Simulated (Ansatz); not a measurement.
Consider CdTe in the zinc blende structure (space group F-43m, No. 216; a = 6.490 Å).

Calculations: PBEsol, PAW, 420 eV (Ansatz, an electronic-structure program; no spin-orbit coupling), earlier PAW set.

For the base:

```
Property               Value
-------------------  -------
Lattice parameter a  6.490 Å
```

The change: S takes the place of Te on all its sites, then cell and atoms are relaxed.

**Question.** How does this affect the lattice parameter a?

**Answer.** The lattice parameter a falls by 0.665 Å to 5.825 Å.

Stability against distortions was not tested.
